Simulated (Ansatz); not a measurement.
Mg2Sn under a change: Mg vacancy, symmetric start

Consider a 24-atom supercell of Mg2Sn (space group Fm-3m, No. 225; a = 6.7460 Å) at its relaxed geometry.

It is then changed as follows: one Mg atom is removed, atoms relaxed at fixed cell.

Computed with Ansatz (a quantum-chemistry and plane-wave program) PBEsol, without spin-orbit coupling. Γ-centred 5×5×5 mesh, Fermi–Dirac width 0.05 eV.

```json
[
 {"quantity": "energy gained by relaxation", "base": "–", "changed": "0.06 eV", "shift": "–"},
 {"quantity": "largest displacement of a host atom from its site in the perfect cell", "base": "–", "changed": "0.06 Å", "shift": "–"},
 {"quantity": "mean distance from the defect site to its nearest host atoms", "base": "2.92 Å", "changed": "2.89 Å", "shift": "-0.03 Å"}
]
```

Final structure:

```xyz
23
Lattice="0.0000 6.7460 6.7460 6.7460 0.0000 6.7460 6.7460 6.7460 0.0000" Properties=species:S:1:pos:R:3 pbc="T T T"
Sn     0.0180     0.0180     0.0180
Sn     3.3551     3.3551     0.0180
Sn     3.3551     0.0180     3.3551
Sn     6.7491     3.3699     3.3699
Sn     0.0180     3.3551     3.3551
Sn     3.3699     6.7491     3.3699
Sn     3.3699     3.3699     6.7491
Sn     6.7491     6.7491     6.7491
Mg     5.0595     5.0595     1.6521
Mg     5.0595     1.6521     5.0595
Mg     8.4670     5.0595     5.0595
Mg     1.6521     5.0595     5.0595
Mg     5.0595     8.4670     5.0595
Mg     5.0595     5.0595     8.4670
Mg     8.4325     8.4325     8.4325
Mg     5.0595     5.0595     5.0595
Mg     8.4325     8.4325     5.0006
Mg     8.4325     5.0006     8.4325
Mg    11.8645     8.4325     8.4325
Mg     5.0006     8.4325     8.4325
Mg     8.4325    11.8645     8.4325
Mg     8.4325     8.4325    11.8645
Mg    11.8056    11.8056    11.8056
```

In so small a cell the defect repeats every few ångströms: this is an ordered compound, not a dilute defect. The defect started on the symmetric site and kept its symmetry, so it may sit on a saddle. The defect cell is not spin-polarised.
